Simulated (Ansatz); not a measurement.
Take Al₂O₃ in the corundum structure (space group R-3c, No. 167; a = 4.729 Å, c = 12.892 Å (hexagonal axes)) as the base. Axes: x lies along a and z along c of the hexagonal cell.

Level of theory: LDA in Ansatz (plane waves to 420 eV, PAW, scalar-relativistic without spin-orbit coupling).

Base values:

Shortest interatomic distance: 1.844 Å

The change: uniaxial strain ε_xx = +0.75 %, all other strain components held at zero, atoms relaxed at fixed cell.

Task: What happens to the stress and shortest interatomic distance?

Result: The stress (xx, yy, zz, yz, xz, xy; compression positive) amounts to (-3.65, -1.21, -0.94, -0.14, 0.00, 0.00) GPa; the shortest interatomic distance goes up by 0.002 Å (1.844 Å → 1.846 Å).

Whether these cells are dynamically stable was not tested.

Ansatz is a program for electronic structure.
